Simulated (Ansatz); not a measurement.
By PBEsol, the system below comes out a metal.

Crystal: Tc (P6_3/mmc, hcp (Mg type), 2 atoms a cell, 14.3 Å³ an atom, -6 GPa at this level); planes in its conventional cell.

Method: PBEsol (plane waves, PAW; Ansatz, a program for electronic structure).

Ballistic conductance counts the channels of both spins, as a mean over 0.1 eV about the Fermi level; spin-orbit coupling is left out.

```json
[
 {"plane": "(100)", "area (Å²)": "12.0", "G/A (10¹⁵ S/m²)": "1.4"},
 {"plane": "(001)", "area (Å²)": "6.5", "G/A (10¹⁵ S/m²)": "[?]"}
]
```

Some entries are withheld; supply them.


- (001), G/A (10¹⁵ S/m²): 1.8
